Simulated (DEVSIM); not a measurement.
# Al0.25Ga0.75As/GaAs p-n heterojunction

Structure: Al0.25Ga0.75As/GaAs p-n heterojunction, at 300 K.

| layer (left to right) | material | thickness (μm) | Nd (cm⁻³) | Na (cm⁻³) | τn (s) | τp (s) |
|---|---|---|---|---|---|---|
| 1 | Al0.25Ga0.75As | 0.510 | - | 5.2e17 | 1.2e-10 | 1.2e-9 |
| 2 | GaAs | 3.40 | 2e16 | - | 1.2e-9 | 1.2e-9 |

Left contact: ohmic. Right contact: ohmic. Voltage is applied to the left contact. Recombination: SRH at mid-gap, radiative. Mobility is constant in doping.

The device is made up for the run: typed textbook-type constants, with dimensions and the other settings drawn at random. Values at 300 K.

```
parameter      Al0.25Ga0.75As    GaAs
-------------  --------------  ------
gap (eV)               1.7357   1.424
affinity (eV)          3.8725    4.07
permittivity            12.19    12.9
Nc (cm⁻³)              6.5e17  4.7e17
Nv (cm⁻³)                9e18    9e18
μn (cm²/Vs)              4375    8500
μp (cm²/Vs)               221     400
B (cm³/s)               2e-10   2e-10
```

Simulated with DEVSIM: 1D drift-diffusion, Boltzmann statistics, complete ionisation; no tunnelling, impact ionisation, image-force lowering or self-heating. Band offsets follow the typed affinities; no thermionic-emission limit at abrupt steps, no polarisation charge.

- Potential step across the device at zero bias: 1.383 V
- Largest field in the device at zero bias: 110000 V/cm
- Dark forward voltage at 1 A/cm²: 1.027 V
- Dark forward voltage at 100 A/cm²: 1.164 V

Dark forward current:

```tsv
V (V)	J (A/cm²)
0.05	4.1e-10
0.10	1.4e-9
0.15	4.1e-9
0.20	1.1e-8
0.25	3.1e-8
0.30	8.4e-8
0.35	2.3e-7
0.40	6.2e-7
0.45	1.7e-6
0.50	4.6e-6
0.55	1.3e-5
0.60	3.5e-5
0.65	9.7e-5
0.70	0.00027
0.75	0.00077
0.80	0.0023
0.85	0.0069
0.90	0.023
0.95	0.090
1.00	0.41
1.05	2.2
1.10	12
1.15	67
1.20	270
1.25	850
1.30	2200
```

Dark reverse current:

```
V (V)   J (A/cm²)
------  ---------
-0.40     -1.0e-9
-1.00     -2.1e-9
-2.00     -3.5e-9
-3.00     -4.6e-9
-4.00     -5.6e-9
-6.00     -7.3e-9
-8.00     -8.8e-9
-10.00    -1.0e-8
-13.00    -1.2e-8
-16.00    -1.3e-8
-20.00    -1.5e-8
```
